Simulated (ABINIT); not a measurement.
Band structure of Br (Cmce, 4 atoms in the cell).

```
Br
1.0
    2.28883    -3.40770     0.00000
    2.28883     3.40770     0.00000
    0.00000     0.00000     8.91010
Br
4
Direct
  0.86100   0.86100   0.88900
  0.63900   0.63900   0.38900
  0.36100   0.36100   0.61100
  0.13900   0.13900   0.11100
```

Computed with PBE, PAW (JTH v2.0 PBE PAW) (plane waves; ABINIT 10.0.3).

Settings: pseudos = [Br.GGA_PBE-JTH.xml]; ecut = 40 Ry; pawecutdg = 80 Ry; occopt = 3; tsmear = 0.02 eV; ngkpt = 5 5 2; nshiftk = 1; shiftk = 0 0 0; potentials = JTH v2.0 PBE PAW; kptopt = 1; nstep = 80; tolvrs1 = 1e-11; ndtset = 2.

The starting cell has typed, rounded lattice constants, without a prior relaxation at this level. Its lattice was rescaled by a random factor within 2.5 % of one.

These are the values that this program gave, and no reference: the one-centre exchange-correlation terms come from a truncated expansion.

Task: Predict the gap along the standard path and the places of the band edges.

Result: The gap along the path is 1.56 eV, from R to a point between Γ and X; the smallest direct gap on it is 1.60 eV. Another conduction valley lies within 0.1 eV, so the order of the valleys is not sure.

Levels in eV from the top of the valence band on the SCF mesh, bands 11 to 18:
```
point     11     12     13     14    15    16    17    18
-----  -----  -----  -----  -----  ----  ----  ----  ----
Γ      -0.89  -0.37  -0.02   0.00  1.60  2.39  6.04  6.82
X      -1.08  -0.79  -0.37  -0.06  1.87  2.15  8.11  8.51
S      -0.82  -0.82  -0.23  -0.23  2.29  2.29  7.28  7.28
R      -0.51  -0.51   0.02   0.02  1.98  1.98  7.59  7.59
A      -0.52  -0.52  -0.44  -0.44  1.98  1.98  8.66  8.66
Z      -0.81  -0.81  -0.01  -0.01  1.88  1.88  6.71  6.71
Y      -1.30  -1.08  -0.43  -0.06  1.64  2.11  7.39  7.77
X1     -1.08  -0.79  -0.37  -0.06  1.87  2.15  8.11  8.51
A1     -0.52  -0.52  -0.44  -0.44  1.98  1.98  8.66  8.66
T      -0.90  -0.90  -0.62  -0.62  1.79  1.79  8.09  8.09
```
